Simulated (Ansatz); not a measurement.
## CuCl under a change: pressure 0.3 GPa

The reference is CuCl in the wurtzite structure (space group P6_3mc, No. 186; a = 3.716 Å, c = 6.184 Å).

It is then changed as follows: cell and atoms relaxed at a pressure of 0.3 GPa.

All numbers come from PBEsol (Ansatz, a first-principles code), spin-orbit coupling left out. Settings: 10×10×6 k-points, 0.05 eV Fermi–Dirac smearing.

The volume per atom drops by 0.09 Å³ to 18.40 Å³ and the lattice parameter a falls by 0.0066 Å, from 3.716 Å to 3.710 Å. The c/a ratio stays essentially unchanged (1.664 against 1.665) and the shortest interatomic distance falls by 0.004 Å (2.273 Å → 2.269 Å). The band gap grows by 0.01 eV (0.60 eV → 0.61 eV) and the gap character stays direct at Γ. The width of the top valence band is nearly the same (1.02 eV against 1.03 eV) and the electron mass is still 0.19 mₑ along c, 0.22 mₑ across (at Γ). The valence-band top at Γ (three highest levels, from the VBM) remains 0.00, 0.00, -0.06 eV.

Load acts through the strain it causes; cell and atoms are relaxed under it. Effective masses come from finite differences of ±0.01 Å⁻¹. Stability against distortions was not tested. No Hubbard U is applied. All final runs are without spin polarisation. This is not the structure that CuCl has at room temperature and ambient pressure.
